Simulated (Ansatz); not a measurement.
Functionals compared on CH3 on the 1x1 (110) surface of 3C silicon carbide (cut with top plane C + Si), one in a 2x2 cell, started at the site 'top C', in Ansatz (plane waves, PAW). The structure was relaxed with PBE; the other rows are single points on it, each with its references at the same level. Cutoff 420 eV (500 eV for r2SCAN).

Host crystal: 3C silicon carbide, with a band gap (PBE, scalar-relativistic without spin-orbit coupling).

Model: 52-atom slab, 7.7 Å thick at the start under the adsorbate (thin: gaps and levels are the slab's own), 3x3x1 mesh, Fermi-Dirac 0.01 eV, dipole correction, 24 atoms held, the rest relaxed; no symmetry held; spin-polarised, ending with about 0.1 μB a cell, a value that depends on the mesh; orders that need a larger cell were not tried, no spin-orbit, no U, no dispersion correction. The slab shows no gap over 0.04 eV on its mesh. At the end it is bonded to C. In PBE it is, or lies within 0.03 eV of, the lowest of the starts that converged. These notes are the PBE run's. r2SCAN: The program's check for a lower electronic state was not made. Adsorption energies are against CH4(g) − ½ H2(g). A negative adsorption energy means that the adsorbate is more stable on the surface than in its reference.

| functional | adsorption energy (eV) | work function of the top face (eV) | rough cost of the single point |
|---|---|---|---|
| PBE | -0.31 | 3.69 | – |
| RPBE | (withheld) | (withheld) | very roughly 13 core-minutes |
| r2SCAN | -0.24 | 3.59 | roughly 14 core-minutes |

Problem. Complete the blanks.

Solution. 
- RPBE, adsorption energy (eV): -0.09
- RPBE, work function of the top face (eV): 3.58

Ansatz is a quantum-chemistry and plane-wave program.
